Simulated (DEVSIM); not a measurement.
Device: abrupt Si p-n junction, at 250 K.

Layer 1 from the left is Si, thickness (μm) 40.0, Na (cm⁻³) 2.9e15, τn (s) 2.4e-6, τp (s) 2.4e-6. Layer 2 from the left is Si, thickness (μm) 41.0, Nd (cm⁻³) 1.9e15, τn (s) 2.4e-6, τp (s) 2.4e-6.

Left contact: ohmic. Right contact: ohmic. Voltage is applied to the left contact. Recombination: SRH at mid-gap, radiative. Mobility is μmin + (μ − μmin)/(1 + (N/Nref)^α).

The device is made up for the run: typed textbook-type constants, with dimensions and the other settings drawn at random. Values at 300 K; Nc and Nv go as T^1.5, mobilities as T to minus their exponent, the gap by Varshni's rule with the affinity fixed.

Si: gap (eV) 1.124, affinity (eV) 4.05, permittivity 11.7, Nc (cm⁻³) 2.86e19, Nv (cm⁻³) 3.1e19, μn (cm²/Vs) 1417, μp (cm²/Vs) 470, μn,min 52, μp,min 45, Nref,n 9.7e16, Nref,p 2.2e17, αn 0.68, αp 0.72, T exponent of μn 2.3, T exponent of μp 2.2, B (cm³/s) 4.7e-15, Varshni α (eV/K) 0.000473, Varshni β (K) 636.

Q: Estimate by hand the built-in potential, the peak field at zero bias, the capacitance at -0.6 V, and compare with a numerical solution.

A: 
- Built-in potential: ni = √(Nc Nv) exp(−Eg/2kT) = 8.01e7 cm⁻³ with Eg = 1.136 eV; Vbi = kT/q ln(Na Nd/ni²) = 0.741 V; numerical 0.741 V.
- Peak field at zero bias: depletion approximation: W = √(2εVbi/(qN)) = 0.914 μm with N = 1.15e15 cm⁻³; field = 2Vbi/W = 16200 V/cm; numerical 15700 V/cm (estimate above by 3.0 %).
- Capacitance at -0.6 V: C = √(qεN / 2(Vbi + |V|)) = 8.43 nF/cm²; numerical 8.57 nF/cm² (estimate below by 1.6 %).

Model (solved in DEVSIM): 1D drift-diffusion, Boltzmann statistics, complete ionisation; no tunnelling, impact ionisation, image-force lowering or self-heating.
